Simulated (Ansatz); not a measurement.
Partial pair distribution functions of a relaxed model of amorphous In$_{9}$Ga$_{9}$Zn$_{9}$O$_{36}$H, broadened by 0.06 Å; density 5.87 g/cm³. Computed with PBE, scalar-relativistic without spin-orbit coupling (plane waves to 420 eV, PAW; Ansatz, a quantum-chemistry and plane-wave program). The usual formal charges leave 1 electrons over, so the level spacing at the Fermi energy parts defect or band states and needn't be the band gap.

A CHGNet melt-quench gave the starting glass, which DFT then relaxed. O atoms were pushed apart under 1.9 Å during the dynamics, to hinder bonds among them. The hot cell started wider than the set density and was brought back towards it in steps. It is the lowest in DFT energy of 2 quenches. It is a model cell: composition and starting density were chosen by hand, and all elements were melted together. No dispersion term was used. Its density started from a set value of 5.87 and ended at 5.87 g/cm³. The quench (nominally 440 K/ps over its main leg) was far faster than any real one, so the model tends to hold more defects than a real film. Values belong to this one cell and scatter from quench to quench. The volume was held where the preparation left it, at a PBE pressure of 2.0 GPa. Stress components on the final sampling reach 3.7 GPa.

```csv
r (Å),g In-O,g Ga-O,g In-In,g Ga-Ga
1.60,0.00,0.00,0.00,0.00
1.70,0.00,0.31,0.00,0.00
1.80,0.00,4.46,0.00,0.00
1.90,0.02,9.16,0.00,0.00
2.00,0.95,4.87,0.00,0.00
2.10,4.89,2.36,0.00,0.00
2.20,7.60,0.45,0.00,0.00
2.30,4.90,0.01,0.00,0.00
2.40,1.86,0.00,0.00,0.00
2.50,0.22,0.00,0.00,0.00
2.60,0.12,0.00,0.00,0.00
2.70,0.16,0.02,0.00,0.00
2.80,0.20,0.15,0.00,0.00
2.90,0.26,0.14,0.00,0.04
3.00,0.02,0.29,0.00,0.73
3.10,0.02,0.27,0.02,1.25
3.20,0.21,0.26,0.72,3.12
3.30,0.35,0.45,2.27,3.80
3.40,0.33,1.11,2.14,2.60
3.50,0.94,1.25,4.10,3.61
3.60,1.20,1.57,2.83,2.67
3.70,1.01,1.33,1.81,0.24
3.80,0.42,1.08,0.29,0.11
3.90,0.80,1.19,0.14,0.66
4.00,0.97,1.09,1.57,0.24
4.10,1.06,1.01,1.97,0.01
4.20,1.29,1.03,0.79,0.00
4.30,1.32,1.16,0.23,0.03
4.40,1.31,1.48,0.04,0.42
4.50,1.28,1.22,0.65,0.68
4.60,1.36,1.19,1.26,1.34
```

Within 2.54 Å each In has 5.67 O neighbours on average.
